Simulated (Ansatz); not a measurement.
## A computed series for CaMnO3: response to strain

Consider CaMnO₃ in the cubic perovskite structure (space group Pm-3m, No. 221; a = 3.7186 Å; ferromagnetic; a cell from a computed database, its experimental status unchecked). Axes: x, y, z lie along the cube axes.

Strains are applied to the cell and any free atomic positions relax; under biaxial strain the out-of-plane vector relaxes too.

Calculations: Ansatz (an electronic-structure program) PBEsol, no SOC.

Notes on the quantities. pressure: mean of the normal stresses, compression positive.

```tsv
case	shortest interatomic distance	largest site moment	pressure	space group
base	1.859 Å	2.28 μB	0.0 GPa	Pm-3m (No. 221)
biaxial strain −3.96 %, plane normal [001], relaxed out of plane	1.786 Å	?	?	P4/mmm (No. 123)
isotropic strain −4.59 %	1.774 Å	1.98 μB	?	Pm-3m (No. 221)
isotropic strain +2.69 %	1.909 Å	2.38 μB	-12.9 GPa	Pm-3m (No. 221)
uniaxial strain ε_yy = −3.97 %	1.785 Å	2.19 μB	?	P4/mmm (No. 123)
```

### Question
Some entries are withheld; estimate them.

### Answer

- biaxial strain −3.96 %, plane normal [001], relaxed out of plane, largest site moment: 2.17 μB
- biaxial strain −3.96 %, plane normal [001], relaxed out of plane, pressure: 13.8 GPa
- isotropic strain −4.59 %, pressure: 36.2 GPa
- uniaxial strain ε_yy = −3.97 %, pressure: 9.2 GPa

Stability against distortions was not tested. No Hubbard U is applied and the magnetic state is the run's own (CaMnO3 ferromagnetic); small cells can't hold the antiferromagnetic order that many such compounds have, so gaps and moments can be off. Many cubic perovskites are stable only at high temperature; tilts and polar distortions were not tested.
